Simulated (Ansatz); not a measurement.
# Re: strain along the normal

Re (hcp, P6_3/mmc, 14.957 Å³/atom at rest, c along z) under an equal strain ε in the (0001) plane with the normal axis free, as in a coherent film. PBE in Ansatz, a plane-wave DFT program (PAW, default set), 420 eV, 24×24×13 Γ-centred mesh, Fermi-Dirac smearing 0.10 eV; ions are relaxed within the symmetry of each cell.

Here s stands for strain and y for normal strain.

| strain (%) | normal strain (%) |
|---|---|
| -1.50 | 0.99 |
| -1.00 | 0.66 |
| -0.50 | 0.33 |
| 0.00 | 0.00 |
| 0.50 | -0.34 |
| 1.00 | -0.69 |
| 1.50 | -1.04 |
| 3.00 | ? |

Problem. Using a straight line, estimate the missing y at s = 3.00 from the other rows, showing the fit.

Solution. Means: s 0, y -0.013. About the means, the sum of products is -4.7300 and the sum of squares of s is 7.0000; the slope is their ratio. Least squares gives y = -0.013 - 0.6757·s. Residuals (row less fit): -0.011, -0.003, 0.005, 0.013, 0.011, -0.001, -0.013; standard error 0.011 (degrees of freedom: 5). The slope, -0.68 ± 0.00, is the elastic response of the normal axis, −2C13/C33. At the withheld row, y = -0.013 - 0.6757 × 3.0 = -2.040%. The calculation gives -2.11%, 0.070% below the prediction (2.3 % of the range of y in the table). The row lies outside the fitted rows, so this is an extrapolation. From the scatter of the fitted rows alone, a prediction at this place has a standard error of 0.017%, so the miss is 4.1 times that.

One order more, fitted to all 13 runs of the series, follows each within 0.01, so the miss is the next term of a smooth law. In a metal these values are sensitive to mesh and smearing; energies are taken to zero smearing, stresses follow the free energy. Rows are the converged runs of the series near zero and its far end; series whose fitted rows scatter by over a few per cent of the range, as at a crossing or softening among them, aren't shown in this form. Most that stay on the fit to the last digits aren't either.
